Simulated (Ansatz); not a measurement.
An Ansatz (an electronic-structure program) run: Al2O3 with a change (biaxial strain −2.25 %, plane normal [001], relaxed out of plane); PBEsol/PAW in Ansatz, no spin-orbit coupling.

Input:

Ansatz 0.2 input:
```yaml
crystal:
  lattice:
    - [4.6663667591, 0, 0]
    - [2.3331833795, 4.0411921567, 0]
    - [2.3331833795, -1.3470640522, 4.387024965]
  atoms:
    - { symbol: Al, position: [0.7041568492, 0.6479215754, 0.9437647262] }
    - { symbol: Al, position: [0.7041568492, 0.1479215754, 0.4437647262] }
    - { symbol: Al, position: [0.2958431508, 0.3520784246, 0.0562352738] }
    - { symbol: Al, position: [0.2958431508, 0.8520784246, 0.5562352738] }
    - { symbol: O, position: [0.5, 0.4441385159, 0.25] }
    - { symbol: O, position: [0.8058614841, 0.75, 0.25] }
    - { symbol: O, position: [0.5, 0.5558614841, 0.75] }
    - { symbol: O, position: [0.8058614841, 0.9441385159, 0.75] }
    - { symbol: O, position: [0.1941385159, 0.25, 0.75] }
    - { symbol: O, position: [0.1941385159, 0.0558614841, 0.25] }
basis: { ecutwfc: 420, ecutrho_ratio: 4, xc_grid: 2, fft_grid_basis: typed }
kpoints: { mp_grid: { grid: [8, 8, 8] } }
hamiltonian:
  xc: pbesol
  dispersion: none
  pseudopotentials: { kind: paw }
scf: { occupations: { method: fermi_dirac, width: 0.05 } }
relax: { f_tol: 0.005, max_steps: 50, cell: { stress_tol: 0.01, fix: [a, b, gamma] } }
output: { forces: true, stress: true }
checkpoint: { write: state.ck, write_every: 1000 }
```

Output (explanatory and most iteration lines left out):

```
Relaxation: its limit of steps is 50 (relax.max_steps)
Pseudopotential: Al, paw, valence charge 3
Pseudopotential: O, paw, valence charge 6
Crystal: 10 atoms, lattice volume = 82.729 Å³
Basis set: ecut = 420 eV, 1617 PW (Γ), exchange–correlation on 64×64×72 points (8 copies of the dense FFT grid, shifted against one another)
Bands: 34, of which v1, the nominal top of the filled ones, is band 24 counted from 1 (23 counted from 0)
Symmetry: 12 space group operations
Space group: R-3c (ITA 167), of the structure as read, at distance tolerance 4.4e-5 Å
k-points: 65 of 512
Functional: x = pbesol(κ = 0.804, μ = 0.12345679012345678), c = pbesol(β = 0.046)
SCF iter   1: F=—  HF=-5478.729721 eV  |F-HF|=—  |Δ(HF+E_count)|=         —  Δρ=1.65e-2  dr2=1.69e-1  ethr=1.77e-3  ⟨swp⟩=7.5  Hψ=11946  notcnv=0  defer=22
SCF iter   2: F=—  HF=-5478.677518 eV  |F-HF|=—  |Δ(HF+E_count)|=   5.22e-2  Δρ=2.10e-3  dr2=1.73e-3  ethr=3.52e-4  ⟨swp⟩=2.5  Hψ=4351  notcnv=0  defer=253
SCF 1 converged in 6 iterations: F = -5478.677818 eV  dr2 = 1.06e-8
relax step   1: F+E_penalty+E_count = -5478.67781782 eV  Δ(F+E_penalty+E_count) = +0.000e0 eV  max|allowed force component| = 2.596e-1 eV/Å  Δτ_max = 0.0000 Å  P = +9.458 GPa  Ω = 82.729 Å³  fix = [a, b, gamma]  reactions: a +14.522, b +14.522 GPa  (6 SCF iters, dr2 threshold 1.00e-7 eV, accepted)
[... steps on the carried basis left out ...]
relax step   8: F+E_penalty+E_count = -5478.68870732 eV  Δ(F+E_penalty+E_count) = +9.528e-6 eV  max|allowed force component| = 1.418e-5 eV/Å  Δτ_max = 0.0000 Å  P = +9.137 GPa  Ω = 82.754 Å³  energy of the carried Pulay correction = -9.580e-6 eV  fix = [a, b, gamma]  reactions: a +13.706, b +13.706 GPa  (4 SCF iters, dr2 threshold 2.51e-10 eV, accepted)
Crystal: 10 atoms, lattice volume = 82.754 Å³
SCF iter   1: F=—  HF=-5478.688705 eV  |F-HF|=—  |Δ(HF+E_count)|=         —  Δρ=5.91e-7  dr2=1.32e-10  ethr=1.93e-8  ⟨swp⟩=3.6  Hψ=18369  notcnv=0
SCF iter   2: F=—  HF=-5478.688707 eV  |F-HF|=—  |Δ(HF+E_count)|=   1.85e-6  Δρ=3.84e-7  dr2=6.74e-11  ethr=1.00e-12  ⟨swp⟩=3.0  Hψ=4920  notcnv=0
SCF 9 converged in 4 iterations: F = -5478.688707 eV  dr2 = 2.41e-12
SCF converged after 4 iterations
Free energy (F): -5478.688707 eV
Internal energy: -5478.688707 eV  (E = F + TS)
E sigma→0 (E₀):  -5478.688707 eV
Fermi energy:    11.340490 eV
--- Forces (eV/Å), atoms counted from 1 ---
  atom   1  Al    -0.00000000     0.00000000     0.00001121
  atom   2  Al    -0.00000000     0.00000000     0.00001121
  atom   3  Al     0.00000000    -0.00000000    -0.00001121
  atom   4  Al     0.00000000    -0.00000000    -0.00001121
  atom   5  O      0.00000709     0.00001228     0.00000000
  atom   6  O     -0.00001418    -0.00000000    -0.00000000
  atom   7  O     -0.00000709    -0.00001228    -0.00000000
  atom   8  O     -0.00000709     0.00001228    -0.00000000
  atom   9  O      0.00001418     0.00000000     0.00000000
  atom  10  O      0.00000709    -0.00001228     0.00000000
--- Stress (GPa, compression-positive) ---
       13.706003      -0.000000       0.000000
       -0.000000      13.706003      -0.000000
        0.000000      -0.000000       0.000184
  P = ⅓ Tr σ = 9.1374 GPa (91.374 kbar)
--- Relaxed structure (7 steps of the walk, 7 accepted, 2 SCFs on fresh bases) ---
  cell:  # Å, volume = 82.7544 Å³
    - [4.666366759067749, 2.886761291407511e-11, 3.545594016151261e-11]
    - [2.3331833795088746, 4.041192156742364, 2.3749746284536085e-12]
    - [2.3331833795088643, -1.3470640522115378, 4.388366869998842]
  atoms:
    - { symbol: Al, position: [0.701588759631338, 0.649205620184331, 0.9476168605529933] }
    - { symbol: Al, position: [0.7015887596313382, 0.149205620184331, 0.4476168605529931] }
    - { symbol: Al, position: [0.2984112403686619, 0.35079437981566913, 0.05238313944700695] }
    - { symbol: Al, position: [0.2984112403686623, 0.8507943798156693, 0.5523831394470071] }
    - { symbol: O, position: [0.5000000000000001, 0.44266809537718943, 0.2500000000000001] }
    - { symbol: O, position: [0.8073319046228109, 0.7500000000000002, 0.25000000000000006] }
    - { symbol: O, position: [0.4999999999999999, 0.5573319046228108, 0.7500000000000003] }
    - { symbol: O, position: [0.8073319046228107, 0.9426680953771895, 0.7500000000000003] }
    - { symbol: O, position: [0.19266809537718926, 0.2500000000000001, 0.7500000000000003] }
    - { symbol: O, position: [0.19266809537718946, 0.057331904622810625, 0.25000000000000006] }
```

Stability against distortions was not tested. The cell was made from Al2O3 in the corundum structure (space group R-3c, No. 167) by this change: biaxial strain −2.25 %, plane normal [001], relaxed out of plane.
